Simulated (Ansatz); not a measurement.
**AlPt (model structure, Fm-3m, No. 225, 2 atoms in the cell)**

These are r²SCAN (Ansatz, a first-principles code, PAW) values and carry that method's errors.

Settings: plane-wave cutoff 560 eV, 20×20×20 k mesh, Fermi–Dirac smearing 0.05 eV, scalar-relativistic PAW data made under PBE.

Cell (relaxed at this level):

Space group Fm-3m (No. 225); a = b = c = 5.095 Å, α = β = γ = 90.00°

```csv
atom,site,symmetry,x,y,z
Pt,4a,m-3m,0.0000,0.0000,0.0000
Al,4b,m-3m,0.5000,0.5000,0.5000
```
(The calculation used a cell of 2 atoms; values per cell refer to that cell.)

For AlPt (model structure, Fm-3m, No. 225, 2 atoms in the cell), the band gap comes out as zero (no gap) and the bulk modulus comes out as 147 GPa.

Note: the bulk modulus is −V dP/dV from two relaxed cells at ±2 % in volume; the relaxation could raise the start's symmetry but not lower it, so the cell can be a saddle point.

Spin–orbit coupling is not included.

The computed numbers hold no vibrational or temperature effects.

A model structure was made by putting elements into a prototype or built by hand; it is no filed structure, need not be a known phase, and can be a saddle point held by its symmetry.
